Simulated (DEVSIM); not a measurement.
Device: abrupt Ge n-p junction, at 300 K.

```tsv
layer (left to right)	material	thickness (μm)	Nd (cm⁻³)	Na (cm⁻³)	τn (s)	τp (s)
1	Ge	0.300	6e17	-	9e-5	9e-5
2	Ge	290	-	1.3e15	9e-5	9e-5
```

Left contact: ohmic. Right contact: ohmic. Voltage is applied to the left contact. Recombination: SRH at mid-gap, radiative. Mobility is μmin + (μ − μmin)/(1 + (N/Nref)^α).

Constants are typed, rounded textbook-type inputs, not results; the design itself was drawn at random and stands for no fabricated device. Values at 300 K.

```csv
parameter,Ge
gap (eV),0.664
affinity (eV),4
permittivity,16
Nc (cm⁻³),1.04e19
Nv (cm⁻³),6e18
μn (cm²/Vs),3900
μp (cm²/Vs),1900
"μn,min",150
"μp,min",100
"Nref,n",2.6e17
"Nref,p",4e17
αn,0.56
αp,0.6
B (cm³/s),6.4e-14
```

Model (solved in DEVSIM): 1D drift-diffusion, Boltzmann statistics, complete ionisation; no tunnelling, impact ionisation, image-force lowering or self-heating.

Problem. Tabulate band edges, carrier densities and field at zero bias.

Solution. Energies count from the Fermi level of the right contact; mesh points crowd at the junctions.

```json
[
 {"x (μm)": "0.000", "Ec (eV)": "0.074", "Ev (eV)": "-0.590", "n (cm⁻³)": "6.0e17", "p (cm⁻³)": "7.3e8", "field (V/cm)": "≈ 0"},
 {"x (μm)": "0.03435", "Ec (eV)": "0.074", "Ev (eV)": "-0.590", "n (cm⁻³)": "6.0e17", "p (cm⁻³)": "7.3e8", "field (V/cm)": "≈ 0"},
 {"x (μm)": "0.1145", "Ec (eV)": "0.074", "Ev (eV)": "-0.590", "n (cm⁻³)": "6.0e17", "p (cm⁻³)": "7.3e8", "field (V/cm)": "≈ 0"},
 {"x (μm)": "0.2252", "Ec (eV)": "0.074", "Ev (eV)": "-0.590", "n (cm⁻³)": "6.0e17", "p (cm⁻³)": "7.3e8", "field (V/cm)": "≈ 0"},
 {"x (μm)": "0.2928", "Ec (eV)": "0.083", "Ev (eV)": "-0.581", "n (cm⁻³)": "4.1e17", "p (cm⁻³)": "1.1e9", "field (V/cm)": "15000"},
 {"x (μm)": "0.3221", "Ec (eV)": "0.152", "Ev (eV)": "-0.512", "n (cm⁻³)": "2.9e16", "p (cm⁻³)": "1.5e10", "field (V/cm)": "16000"},
 {"x (μm)": "0.3988", "Ec (eV)": "0.231", "Ev (eV)": "-0.433", "n (cm⁻³)": "1.4e15", "p (cm⁻³)": "3.2e11", "field (V/cm)": "8000"},
 {"x (μm)": "0.7113", "Ec (eV)": "0.394", "Ev (eV)": "-0.270", "n (cm⁻³)": "2.5e12", "p (cm⁻³)": "1.7e14", "field (V/cm)": "3000"},
 {"x (μm)": "1.389", "Ec (eV)": "0.445", "Ev (eV)": "-0.219", "n (cm⁻³)": "3.4e11", "p (cm⁻³)": "1.3e15", "field (V/cm)": "33"},
 {"x (μm)": "3.122", "Ec (eV)": "0.446", "Ev (eV)": "-0.218", "n (cm⁻³)": "3.4e11", "p (cm⁻³)": "1.3e15", "field (V/cm)": "≈ 0"},
 {"x (μm)": "7.855", "Ec (eV)": "0.446", "Ev (eV)": "-0.218", "n (cm⁻³)": "3.4e11", "p (cm⁻³)": "1.3e15", "field (V/cm)": "≈ 0"},
 {"x (μm)": "27.14", "Ec (eV)": "0.446", "Ev (eV)": "-0.218", "n (cm⁻³)": "3.4e11", "p (cm⁻³)": "1.3e15", "field (V/cm)": "≈ 0"},
 {"x (μm)": "68.95", "Ec (eV)": "0.446", "Ev (eV)": "-0.218", "n (cm⁻³)": "3.4e11", "p (cm⁻³)": "1.3e15", "field (V/cm)": "≈ 0"},
 {"x (μm)": "167.1", "Ec (eV)": "0.446", "Ev (eV)": "-0.218", "n (cm⁻³)": "3.4e11", "p (cm⁻³)": "1.3e15", "field (V/cm)": "≈ 0"},
 {"x (μm)": "255.6", "Ec (eV)": "0.446", "Ev (eV)": "-0.218", "n (cm⁻³)": "3.4e11", "p (cm⁻³)": "1.3e15", "field (V/cm)": "≈ 0"},
 {"x (μm)": "277.3", "Ec (eV)": "0.446", "Ev (eV)": "-0.218", "n (cm⁻³)": "3.4e11", "p (cm⁻³)": "1.3e15", "field (V/cm)": "≈ 0"},
 {"x (μm)": "285.2", "Ec (eV)": "0.446", "Ev (eV)": "-0.218", "n (cm⁻³)": "3.4e11", "p (cm⁻³)": "1.3e15", "field (V/cm)": "≈ 0"},
 {"x (μm)": "288.3", "Ec (eV)": "0.446", "Ev (eV)": "-0.218", "n (cm⁻³)": "3.4e11", "p (cm⁻³)": "1.3e15", "field (V/cm)": "≈ 0"},
 {"x (μm)": "289.8", "Ec (eV)": "0.446", "Ev (eV)": "-0.218", "n (cm⁻³)": "3.4e11", "p (cm⁻³)": "1.3e15", "field (V/cm)": "≈ 0"},
 {"x (μm)": "290.1", "Ec (eV)": "0.446", "Ev (eV)": "-0.218", "n (cm⁻³)": "3.4e11", "p (cm⁻³)": "1.3e15", "field (V/cm)": "≈ 0"},
 {"x (μm)": "290.2", "Ec (eV)": "0.446", "Ev (eV)": "-0.218", "n (cm⁻³)": "3.4e11", "p (cm⁻³)": "1.3e15", "field (V/cm)": "≈ 0"},
 {"x (μm)": "290.3", "Ec (eV)": "0.446", "Ev (eV)": "-0.218", "n (cm⁻³)": "3.4e11", "p (cm⁻³)": "1.3e15", "field (V/cm)": "≈ 0"}
]
```
